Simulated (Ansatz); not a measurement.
Here is the system:

```
ZnO
1.0
    3.23735     0.00000     0.00000
   -1.61868     2.80363     0.00000
    0.00000     0.00000     5.22206
Zn O
2 2
Direct
  0.66667   0.33333   0.50059
  0.33333   0.66667   0.00059
  0.66667   0.33333   0.87972
  0.33333   0.66667   0.37972
```

Space group of this cell: P6_3mc, wurtzite. The cell is taken as given; by r2SCAN its mean pressure is -0.5 GPa.

All values below come from r2SCAN (plane waves, PAW; Ansatz, a program for electronic structure).

The current runs along the normal of the first two printed vectors; no spin-orbit coupling. Scaled by the factor s: the length along the current (ions clamped). Meshes 12×12×6 and 12×12 across the current in all rows.

| s | mean pressure (GPa) | band gap (eV) |
|---|---|---|
| 0.97 | 4.5 | 1.32 |
| 1.00 | -0.5 | 1.23 |
| 1.03 | -4.4 | ? |

### Question
Take the slope of the band gap against ln s from the two given rows, extrapolate to s = 1.03, and say what the run there gives.

### Answer
Slope = (1.32 − 1.23) / ln 0.97 = -2.95 eV. The line gives 1.23 + (-2.95) × ln 1.03 = 1.14 eV. The run gives 1.14 eV, as the line does.
